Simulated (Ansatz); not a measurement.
SiC under a change: uniaxial strain ε_xx = +1.80 %

Take SiC in the wurtzite structure (space group P6_3mc, No. 186; a = 3.076 Å, c = 5.048 Å) as the base. Axes: x lies along a and z along c of the hexagonal cell.

Now apply this change: the cell is stretched by 1.80 % along x with no lateral relaxation; the atoms relax in the strained cell.

Calculations: PBEsol in Ansatz (plane waves to 420 eV, PAW, no spin-orbit coupling). Settings: 12×12×7 k-points, 0.05 eV Fermi–Dirac smearing.

```tsv
quantity	base	changed	shift
volume per atom	10.34 Å³	10.53 Å³	+0.19 Å³
space group	P6_3mc (No. 186)	Cmc2_1 (No. 36)	–
energy relative to the base (free energy F)	0 meV/atom	+5.1 meV/atom	+5.1 meV/atom
band gap	2.12 eV	2.15 eV	+0.024 eV
gap character	–	indirect, Γ → C₀	–
smallest direct gap	3.86 eV	3.67 eV	-0.19 eV
electron mass	0.26 mₑ along c, 0.43 mₑ across (at K)	0.26 mₑ along z, 0.44 mₑ across (off the base's special points)	–
hole mass	–	2.0 mₑ along x, 0.32 mₑ along y, 1.5 mₑ along z (at Γ)	–
valence-band top at Γ (three highest levels, from the VBM)	0.00, 0.00, -0.11 eV	0.00, -0.10, -0.14 eV	–
stress (xx, yy, zz, yz, xz, xy; compression positive)	–	(-8.64, -1.92, -1.00, 0.00, 0.00, 0.00) GPa	–
```

Masses are band curvatures over ±0.01 Å⁻¹ around the edge. Whether these cells are dynamically stable was not tested. Labels are those of the standard path for the cell's own space group.

Ansatz is a program for electronic structure.
